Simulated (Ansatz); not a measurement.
The starting structures come from a database of crystals and need not be the phases stable at ambient conditions.

By PBEsol, the system below comes out a metal.

The ballistic (Sharvin) conductance counts the channels at the Fermi level: G/A = (e²/h) × channels of both spins per area.

```
Ta2N
1.0
    3.17512     0.00000     0.00000
    0.00000     4.96724     0.00000
    1.58756     0.00000     2.74973
Ta N
2 1
Direct
  0.66667   0.25471   0.66667
  0.33333   0.74529   0.33333
  0.00000   0.00000   0.00000
```

Space group of this cell: P-3m1, anti-CdI2 type. The cell is strained (all lengths scaled by 1.02); by PBEsol its mean pressure is -22.8 GPa.

The current flows along the normal of the first two printed cell vectors, the (100) plane of the conventional cell. No spin-orbit coupling; the value is a mean over 0.1 eV about the Fermi level.

Question: Predict the ballistic conductance per area from PBEsol (Ansatz, a first-principles code).

Answer: 0.67 × 10¹⁵ S/m² for both spins.
